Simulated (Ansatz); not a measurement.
## TiSi (Cmmm, No. 65, 2 atoms in the cell; start mp-22558)

These are LDA (Ansatz, a first-principles code, plane waves, PAW) values and carry that method's errors.

Numerical settings: plane-wave cutoff 520 eV, 20×20×14 k mesh (along the axes of the cell as run), Fermi–Dirac smearing 0.05 eV, no spin polarisation, scalar-relativistic PAW data made under PBE.

Cell (relaxed at this level):

```
CELL_PARAMETERS angstrom
      1.79098    -2.03860     0.00000
      1.79098     2.03860     0.00000
      0.00000     0.00000     3.76609
ATOMIC_POSITIONS crystal
  Ti 0.50000 0.50000 0.00000
  Si 0.00000 0.00000 0.50000
```

```
Property           Value
---------------  -------
bulk modulus B0  147 GPa
```

Note: the bulk modulus is −V dP/dV from two relaxed cells at ±2 % in volume; the relaxation could not lower the start's symmetry, so the cell can be a saddle point above a distorted one.

The computed numbers hold no vibrational or temperature effects.

It cost roughly 100 core-seconds of CPU time.

A start named mp-… is a Materials Project structure, which need not be a measured phase.
